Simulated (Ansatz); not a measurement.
**Response to strain and stress in Cu3N**

Take Cu$_{3}$N (space group Pm-3m, No. 221; a = 3.827 Å) as the base. Axes: x, y, z lie along the cube axes.

Strains are applied to the cell and any free atomic positions relax; under biaxial strain the out-of-plane vector relaxes too; under stress the whole cell relaxes.

Computed with PBE/PAW in Ansatz (a first-principles code), no spin-orbit coupling.

Candidates:
(a) uniaxial stress, 3 GPa tension along z
(b) uniaxial strain ε_xx = +5.89 %
(c) biaxial strain +1.36 %, plane normal [110], relaxed out of plane
(d) isotropic strain −4.74 %

For the base:

```
Item        Value
--------  -------
Band gap  0.22 eV
```

Problem. Order them by band gap, lowest first.

Solution. (d) isotropic strain −4.74 % (zero), (c) biaxial strain +1.36 %, plane normal [110], relaxed out of plane (0.19 eV), (a) uniaxial stress, 3 GPa tension along z (0.25 eV), (b) uniaxial strain ε_xx = +5.89 % (0.38 eV)

The mesh was chosen for an insulator and is coarse for the gapless case. Stability under load was not tested beyond the relaxation. All final runs are without spin polarisation. A zero or small gap of Cu3N can be the functional's error rather than a property of the material.
